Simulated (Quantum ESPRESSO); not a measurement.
**One base run on Sr3Ag2 (R-3, 15 atoms in the cell) and variants with one or two settings moved**

```
Sr3Ag2
1.0
    4.99392    -2.88324     6.21826
    0.00000     5.76648     6.21826
   -4.99392    -2.88324     6.21826
Sr Ag
9 6
Cartesian
 -1.12438   3.51280   7.97872
  1.12438  -3.51280  10.67607
 -2.47998  -2.73014   7.97872
  2.47998   2.73014  10.67607
  3.60436  -0.78266   7.97872
 -3.60436   0.78266  10.67607
  0.00000   0.00000   9.32739
  0.00000   0.00000  13.16082
  0.00000   0.00000   5.49397
 -2.75609   0.55978   7.37896
  2.75609  -0.55978  11.27583
  0.89326  -2.66674   7.37896
 -0.89326   2.66674  11.27583
  1.86283   2.10696   7.37896
 -1.86283  -2.10696  11.27583
```

Base run A: LDA (PZ), PSlibrary ultrasoft (LDA) pseudopotentials in Quantum ESPRESSO, self-consistent single point.

Its settings: ecutwfc = 50 Ry; ecutrho = 350 Ry; occupations = smearing; smearing = gauss; degauss = 0.0099958 Ry; potentials = {Sr: Sr.pz-spn-rrkjus_psl.1.0.0.UPF, Ag: Ag.pz-n-rrkjus_psl.1.0.0.UPF}; K_POINTS = automatic 3 3 3 0 0 0; conv_thr = 1e-09 Ry; mixing_beta = 0.3.

The starting cell comes from a database of computed structures (which also holds hypothetical and non-ambient phases and stackings), without a prior relaxation at this level. In the base run, with a pressure of about -3 GPa the cell is away from its equilibrium volume at this level.

ΔF is the free energy per atom less that of run A. 

Run A gave: pressure (GPa) -3.24; largest force (eV/Å) 0.132; k-points 6.

Runs:
- B: nbnd: default → 79
- C: nosym: default → true
- D: degauss: 0.0099958 Ry → 0.002205 Ry
- E: conv_thr: 1e-09 Ry → 7.3e-05 Ry
- F: occupations: smearing → tetrahedra_opt; smearing: gauss → default; degauss: 0.0099958 Ry → default
- G: ecutwfc: 50 Ry → 20 Ry; ecutrho: 350 Ry → 140 Ry
- H: mixing_ndim: default → 4
- I: diago_full_acc: default → true
- J: mixing_beta: 0.3 → 0.2; mixing_mode: default → TF

### Question
What does run G change against A?

### Answer
The free energy goes up by 9.65 eV/atom, the pressure goes from -3.24 to -144.4 GPa and the largest force goes from 0.132 to 0.242 eV/Å.

### Question
What does run F change against A?

### Answer
The free energy rises by 5.6 meV/atom, the pressure moves little (-3.24 to -3.23 GPa) and the largest force moves little (0.132 to 0.131 eV/Å).

```
run  ΔF (meV/atom)  pressure (GPa)  largest force (eV/Å)  k-points
---  -------------  --------------  --------------------  --------
A             0.00           -3.24                 0.132         6
B             0.08           -3.24                 0.131         6
C             0.00           -3.24                 0.132        14
D              3.2           -3.25                 0.137         6
E             0.01           -2.99                 0.156         6
F              5.6           -3.23                 0.131         6
G           9652.6         -144.40                 0.242         6
H             0.00           -3.24                 0.132         6
I             0.00           -3.24                 0.132         6
J             0.00           -3.24                 0.132         6
```
